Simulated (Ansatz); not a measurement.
**KI in the rock salt structure (space group Fm-3m, No. 225)**

```xyz
2
Lattice="0.0000 3.5458 3.5458 3.5458 0.0000 3.5458 3.5458 3.5458 0.0000" Properties=species:S:1:pos:R:3 pbc="T T T"
I      0.0000     0.0000     0.0000
K      3.5458     3.5458     3.5458
```

All numbers come from Ansatz (a quantum-chemistry and plane-wave program), r2SCAN, PAW, cutoff 500 eV, spin-orbit coupling left out. Γ-centred 8×8×8 mesh, Fermi–Dirac width 0.05 eV.

| Property | Value |
|---|---|
| Volume per atom | 44.58 Å³ |
| Density | 3.09 g/cm³ |
| Band gap | 4.58 eV, direct at Γ |
| Electron mass | 0.34 mₑ |
| Hole mass (degenerate bands, along [100]) | 0.50, 2.6, 2.6 mₑ |
| Lowest conduction-band minima above the VBM | Γ 4.58 eV; X along ⟨100⟩ 5.40 eV |
| Total energy | -4536.961 eV/atom (σ→0; compares only within this code and set-up) |

With I present, leaving out spin-orbit coupling can change the band edges. Masses are band curvatures over ±0.01 Å⁻¹ around the edge. Whether these cells are dynamically stable was not tested.
